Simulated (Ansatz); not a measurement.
Levels about the gap of amorphous Al45O72H9 (126 atoms in a cell of 1293 Å³, 3.05 g/cm³; zone centre alone, so wide bands show as single levels with stretches between that a denser mesh fills), at the geometry that PBE relaxed, where it gives 0.0 GPa on a denser mesh. The participation number counts the atoms over which a state spreads; weights are charges in smoothed Voronoi cells. The levels come from a single point, so bond lengths are those of that geometry. Method of the levels: PBE, scalar-relativistic without spin-orbit coupling (Ansatz, a quantum-chemistry and plane-wave program). Sampling: the zone centre alone; Fermi-Dirac width 0.02 eV; no spin polarisation. At PBE the levels at the filled edge of the gap are localised (band-tail or defect states), and the nearest spread-out levels lie 4.1 eV apart at the zone centre.

A CHGNet melt-quench gave the starting glass, which DFT then relaxed. O atoms were pushed apart under 1.9 Å during the dynamics, to hinder bonds among them. The hot cell started wider than the set density and was brought back towards it in steps. It is the lowest in DFT energy of 2 quenches. It is a model cell: composition and starting density were chosen by hand, and all elements were melted together. No dispersion term was used. A short ab initio anneal came between quench and relaxation. Its density started from a set value of 3.16 and ended at 3.05 g/cm³. Cooling (nominally 370 K/ps over its main leg) ran many orders faster than in experiment, which tends to leave more defects and strain. Values belong to this one cell and scatter from quench to quench. The volume was free in the relaxation, at fixed shape. Stress components on the final sampling reach 1.7 GPa.

```csv
"E - E(highest filled), eV",filling,participation number,largest on,weight O,weight Al,weight H
-0.59,filled,14.0,"O, 3 neighbours",0.95,0.05,0.00
-0.52,filled,23.6,"O, 3 neighbours",0.95,0.04,0.01
-0.41,filled,17.5,"O, 3 neighbours",0.95,0.04,0.00
-0.35,filled,6.1,"O, 2 neighbours",0.95,0.04,0.01
-0.31,filled,5.2,"O, 3 neighbours",0.95,0.05,0.00
-0.15,filled,4.8,"O, 3 neighbours",0.96,0.04,0.00
0.00,filled,2.5,"O, 2 neighbours",0.95,0.05,0.00
3.31,empty,96.2,"Al, 4 neighbours",0.53,0.39,0.09
4.93,empty,11.5,"Al, 4 neighbours",0.48,0.42,0.10
5.00,empty,25.8,"Al, 4 neighbours",0.51,0.39,0.10
5.23,empty,63.2,"Al, 4 neighbours",0.58,0.36,0.05
5.41,empty,69.1,"Al, 4 neighbours",0.58,0.35,0.07
5.52,empty,67.3,"O, 3 neighbours",0.57,0.34,0.09
5.60,empty,70.1,"Al, 4 neighbours",0.58,0.37,0.05
```

Most localised among these is the filled level at +0.00 eV, on a O atom, which has 2 neighbours (Al 1.71 Å, Al 1.77 Å).
